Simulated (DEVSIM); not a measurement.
Device: W/SiO2/p-GaSb capacitor, at 350 K.

| layer (left to right) | material | thickness (nm) | Na (cm⁻³) |
|---|---|---|---|
| 1 | SiO2 | 9.60 | - |
| 2 | GaSb | 13000 | 2.2e15 |

Metal gate on the left, work function 4.6 eV. Fixed charge at the semiconductor interface 0 cm⁻² (in units of +e); no interface traps.

This is a model device: material constants are rounded textbook-type values typed into the input, and sizes, dopings and lifetimes were drawn at random. Values at 300 K; Nc and Nv go as T^1.5, mobilities as T to minus their exponent, the gap by Varshni's rule with the affinity fixed.

```
parameter         SiO2     GaSb
----------------  ----  -------
gap (eV)             9    0.726
affinity (eV)      0.9     4.06
permittivity       3.9     15.7
Nc (cm⁻³)            -   2.1e17
Nv (cm⁻³)            -   1.8e19
Varshni α (eV/K)     -  0.00042
Varshni β (K)        -      140
```

Model (solved in DEVSIM): 1D Poisson equation in equilibrium, Boltzmann statistics, complete ionisation; no quantum confinement or tunnelling. Metal contacts follow the ideal Schottky-Mott rule: no Fermi-level pinning, no interface dipoles.

Tabulate band edges, carrier densities and field at 0.3 V on the gate.

Energies count from the Fermi level of the right contact; mesh points crowd at the junctions.

| x (μm) | Ec (eV) | Ev (eV) | n (cm⁻³) | p (cm⁻³) | field (V/cm) |
|---|---|---|---|---|---|
| 0.000 | 3.400 | -5.600 | < 1e2 | < 1e2 | 32000 |
| 0.001535 | 3.405 | -5.595 | < 1e2 | < 1e2 | 32000 |
| 0.004594 | 3.415 | -5.585 | < 1e2 | < 1e2 | 32000 |
| 0.007795 | 3.425 | -5.575 | < 1e2 | < 1e2 | 32000 |
| 0.009814 | 0.271 | -0.436 | 3.3e13 | 1.2e13 | 8000 |
| 0.01187 | 0.273 | -0.434 | 3.1e13 | 1.3e13 | 8000 |
| 0.01701 | 0.277 | -0.430 | 2.7e13 | 1.5e13 | 7900 |
| 0.03748 | 0.293 | -0.414 | 1.6e13 | 2.4e13 | 7300 |
| 0.08096 | 0.322 | -0.385 | 6.1e12 | 6.5e13 | 6200 |
| 0.1895 | 0.376 | -0.331 | 1.0e12 | 3.9e14 | 3700 |
| 0.4607 | 0.423 | -0.284 | 2.2e11 | 1.8e15 | 500 |
| 1.593 | 0.428 | -0.279 | 1.8e11 | 2.2e15 | ≈ 0 |
| 3.966 | 0.428 | -0.279 | 1.8e11 | 2.2e15 | ≈ 0 |
| 8.682 | 0.428 | -0.279 | 1.8e11 | 2.2e15 | ≈ 0 |
| 11.73 | 0.428 | -0.279 | 1.8e11 | 2.2e15 | ≈ 0 |
| 12.50 | 0.428 | -0.279 | 1.8e11 | 2.2e15 | ≈ 0 |
| 12.81 | 0.428 | -0.279 | 1.8e11 | 2.2e15 | ≈ 0 |
| 12.93 | 0.428 | -0.279 | 1.8e11 | 2.2e15 | ≈ 0 |
| 12.99 | 0.428 | -0.279 | 1.8e11 | 2.2e15 | ≈ 0 |
| 13.00 | 0.428 | -0.279 | 1.8e11 | 2.2e15 | ≈ 0 |
| 13.01 | 0.428 | -0.279 | 1.8e11 | 2.2e15 | ≈ 0 |
| 13.01 | 0.428 | -0.279 | 1.8e11 | 2.2e15 | ≈ 0 |
